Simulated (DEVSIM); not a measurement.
System: Ti/SiO2/n-Si capacitor, at 300 K.

| layer (left to right) | material | thickness (nm) | Nd (cm⁻³) |
|---|---|---|---|
| 1 | SiO2 | 50.0 | - |
| 2 | Si | 1600 | 1.3e17 |

Metal gate on the left, work function 4.33 eV. Fixed charge at the semiconductor interface 0 cm⁻² (in units of +e); interface traps 9.6e10 cm⁻² eV⁻¹, uniform in energy, neutral level at 0.5 of the gap above the valence band.

The device is made up for the run: typed textbook-type constants, with dimensions and the other settings drawn at random. Values at 300 K.

```csv
parameter,SiO2,Si
gap (eV),9,1.124
affinity (eV),0.9,4.05
permittivity,3.9,11.7
Nc (cm⁻³),-,2.86e19
Nv (cm⁻³),-,3.1e19
```

DEVSIM, 1D Poisson equation in equilibrium, Boltzmann statistics, complete ionisation; no quantum confinement or tunnelling. Metal contacts follow the ideal Schottky-Mott rule: no Fermi-level pinning, no interface dipoles.

**Question.** Tabulate band edges, carrier densities and field at 3.0 V on the gate.

**Answer.** Energies count from the Fermi level of the right contact; mesh points crowd at the junctions.

```json
[
 {"x (μm)": "0.000", "Ec (eV)": "0.430", "Ev (eV)": "-8.570", "n (cm⁻³)": "< 1e2", "p (cm⁻³)": "< 1e2", "field (V/cm)": "550000"},
 {"x (μm)": "0.001514", "Ec (eV)": "0.514", "Ev (eV)": "-8.486", "n (cm⁻³)": "< 1e2", "p (cm⁻³)": "< 1e2", "field (V/cm)": "550000"},
 {"x (μm)": "0.004908", "Ec (eV)": "0.702", "Ev (eV)": "-8.298", "n (cm⁻³)": "< 1e2", "p (cm⁻³)": "< 1e2", "field (V/cm)": "550000"},
 {"x (μm)": "0.01297", "Ec (eV)": "1.148", "Ev (eV)": "-7.852", "n (cm⁻³)": "< 1e2", "p (cm⁻³)": "< 1e2", "field (V/cm)": "550000"},
 {"x (μm)": "0.03399", "Ec (eV)": "2.312", "Ev (eV)": "-6.688", "n (cm⁻³)": "< 1e2", "p (cm⁻³)": "< 1e2", "field (V/cm)": "550000"},
 {"x (μm)": "0.04353", "Ec (eV)": "2.841", "Ev (eV)": "-6.159", "n (cm⁻³)": "< 1e2", "p (cm⁻³)": "< 1e2", "field (V/cm)": "550000"},
 {"x (μm)": "0.04790", "Ec (eV)": "3.083", "Ev (eV)": "-5.917", "n (cm⁻³)": "< 1e2", "p (cm⁻³)": "< 1e2", "field (V/cm)": "550000"},
 {"x (μm)": "0.05004", "Ec (eV)": "0.049", "Ev (eV)": "-1.075", "n (cm⁻³)": "4.3e18", "p (cm⁻³)": "< 1e2", "field (V/cm)": "170000"},
 {"x (μm)": "0.05174", "Ec (eV)": "0.071", "Ev (eV)": "-1.053", "n (cm⁻³)": "1.8e18", "p (cm⁻³)": "< 1e2", "field (V/cm)": "100000"},
 {"x (μm)": "0.05559", "Ec (eV)": "0.099", "Ev (eV)": "-1.025", "n (cm⁻³)": "6.3e17", "p (cm⁻³)": "180", "field (V/cm)": "49000"},
 {"x (μm)": "0.06458", "Ec (eV)": "0.124", "Ev (eV)": "-1.000", "n (cm⁻³)": "2.4e17", "p (cm⁻³)": "490", "field (V/cm)": "15000"},
 {"x (μm)": "0.09861", "Ec (eV)": "0.139", "Ev (eV)": "-0.985", "n (cm⁻³)": "1.3e17", "p (cm⁻³)": "870", "field (V/cm)": "630"},
 {"x (μm)": "0.1648", "Ec (eV)": "0.139", "Ev (eV)": "-0.985", "n (cm⁻³)": "1.3e17", "p (cm⁻³)": "890", "field (V/cm)": "≈ 0"},
 {"x (μm)": "0.3193", "Ec (eV)": "0.139", "Ev (eV)": "-0.985", "n (cm⁻³)": "1.3e17", "p (cm⁻³)": "890", "field (V/cm)": "≈ 0"},
 {"x (μm)": "0.8767", "Ec (eV)": "0.139", "Ev (eV)": "-0.985", "n (cm⁻³)": "1.3e17", "p (cm⁻³)": "890", "field (V/cm)": "≈ 0"},
 {"x (μm)": "1.319", "Ec (eV)": "0.139", "Ev (eV)": "-0.985", "n (cm⁻³)": "1.3e17", "p (cm⁻³)": "890", "field (V/cm)": "≈ 0"},
 {"x (μm)": "1.509", "Ec (eV)": "0.139", "Ev (eV)": "-0.985", "n (cm⁻³)": "1.3e17", "p (cm⁻³)": "890", "field (V/cm)": "≈ 0"},
 {"x (μm)": "1.590", "Ec (eV)": "0.139", "Ev (eV)": "-0.985", "n (cm⁻³)": "1.3e17", "p (cm⁻³)": "890", "field (V/cm)": "≈ 0"},
 {"x (μm)": "1.632", "Ec (eV)": "0.139", "Ev (eV)": "-0.985", "n (cm⁻³)": "1.3e17", "p (cm⁻³)": "890", "field (V/cm)": "≈ 0"},
 {"x (μm)": "1.643", "Ec (eV)": "0.139", "Ev (eV)": "-0.985", "n (cm⁻³)": "1.3e17", "p (cm⁻³)": "890", "field (V/cm)": "≈ 0"},
 {"x (μm)": "1.648", "Ec (eV)": "0.139", "Ev (eV)": "-0.985", "n (cm⁻³)": "1.3e17", "p (cm⁻³)": "890", "field (V/cm)": "≈ 0"},
 {"x (μm)": "1.650", "Ec (eV)": "0.139", "Ev (eV)": "-0.985", "n (cm⁻³)": "1.3e17", "p (cm⁻³)": "890", "field (V/cm)": "≈ 0"}
]
```
